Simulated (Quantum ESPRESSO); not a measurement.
A self-consistent single point of MgGeAs₂ (I-42d, 8 atoms in the cell) with Quantum ESPRESSO.

Computed with PBEsol, GBRV 1.5 ultrasoft (PBESOL) pseudopotentials (plane waves; Quantum ESPRESSO).

```yaml
crystal:
  lattice:
    - [-2.97950, 2.97950, 5.55323]
    - [2.97950, -2.97950, 5.55323]
    - [2.97950, 2.97950, -5.55323]
  atoms:
    - { symbol: Mg, position: [0.75000, 0.25000, 0.50000] }
    - { symbol: Mg, position: [0.00000, 0.00000, 0.00000] }
    - { symbol: Ge, position: [0.50000, 0.50000, 0.00000] }
    - { symbol: Ge, position: [0.25000, 0.75000, 0.50000] }
    - { symbol: As, position: [0.87500, 0.39990, 0.02490] }
    - { symbol: As, position: [0.60010, 0.62500, 0.47510] }
    - { symbol: As, position: [0.37500, 0.85010, 0.97510] }
    - { symbol: As, position: [0.14990, 0.12500, 0.52490] }
```

Reference input (self-consistent single point, DFT, LDA (PZ), plane waves, GBRV 1.5 ultrasoft (LDA) pseudopotentials): ecutwfc = 50 Ry; ecutrho = 250 Ry; occupations = smearing; smearing = fermi-dirac; degauss = 0.0036749 Ry; potentials = {Mg: mg_lda_v1.4.uspp.F.UPF, Ge: ge_lda_v1.4.uspp.F.UPF, As: as_lda_v1.uspp.F.UPF}; K_POINTS = automatic 3 3 3 0 0 0; conv_thr = 1e-10 Ry; mixing_beta = 0.7. This run's input differs from it in these lines:

```diff
@@ -23,5 +23,5 @@
 ATOMIC_SPECIES
-Mg    24.3050  mg_lda_v1.4.uspp.F.UPF
-Ge    72.6300  ge_lda_v1.4.uspp.F.UPF
-As    74.9216  as_lda_v1.uspp.F.UPF
+Mg    24.3050  mg_pbesol_v1.4.uspp.F.UPF
+Ge    72.6300  ge_pbesol_v1.4.uspp.F.UPF
+As    74.9216  as_pbesol_v1.uspp.F.UPF
 CELL_PARAMETERS angstrom
```

The program printed (abridged):

```
     Self-consistent Calculation

     iteration #  1     ecut=    50.00 Ry     beta= 0.70

     Threshold (ethr) on eigenvalues was too large:
     Diagonalizing with lowered threshold

     total energy              =    -836.51377777 Ry
     estimated scf accuracy    <       0.44424428 Ry

     iteration #  2     ecut=    50.00 Ry     beta= 0.70

     total energy              =    -836.61223121 Ry
     estimated scf accuracy    <       0.27008367 Ry

     iteration #  3     ecut=    50.00 Ry     beta= 0.70

     total energy              =    -836.67631576 Ry
     estimated scf accuracy    <       0.01076692 Ry

   [... 5 blocks of this kind left out ...]

     iteration #  9     ecut=    50.00 Ry     beta= 0.70

     total energy              =    -836.67867878 Ry
     estimated scf accuracy    <          6.4E-10 Ry

     iteration # 10     ecut=    50.00 Ry     beta= 0.70
     End of self-consistent calculation

     the Fermi energy is     5.5824 ev

!    total energy              =    -836.67867878 Ry
     estimated scf accuracy    <          1.7E-11 Ry
     smearing contrib. (-TS)   =      -0.00000462 Ry
     internal energy E=F+TS    =    -836.67867416 Ry

     convergence has been achieved in  10 iterations

     Forces acting on atoms (cartesian axes, Ry/au):

     atom    1 type  1   force =     0.00000000    0.00000000    0.00000000
     atom    2 type  1   force =     0.00000000    0.00000000    0.00000000
     atom    3 type  2   force =     0.00000000    0.00000000    0.00000000
     atom    4 type  2   force =     0.00000000    0.00000000   -0.00000000
     atom    5 type  3   force =    -0.00023493    0.00000000    0.00000000
   [... lines left out ...]

     Total force =     0.000470     Total SCF correction =     0.000002

          total   stress  (Ry/bohr**3)                   (kbar)     P=       -0.21
   0.00000549   0.00000000   0.00000000            0.81        0.00        0.00
   0.00000000   0.00000549   0.00000000            0.00        0.81        0.00
   0.00000000   0.00000000  -0.00001529            0.00        0.00       -2.25

   JOB DONE.
```

The run converged in 10 iterations. Against the reference run the pressure goes from -1.63 to -0.02 GPa, the largest force goes from 0.000 to 0.006 eV/Å and the gap on the mesh goes from 0.566 to 0.685 eV.

The starting cell comes from a database of computed structures (which also holds hypothetical and non-ambient phases and stackings), without a prior relaxation at this level.

Cost on one core of a shared machine: roughly 90 s.
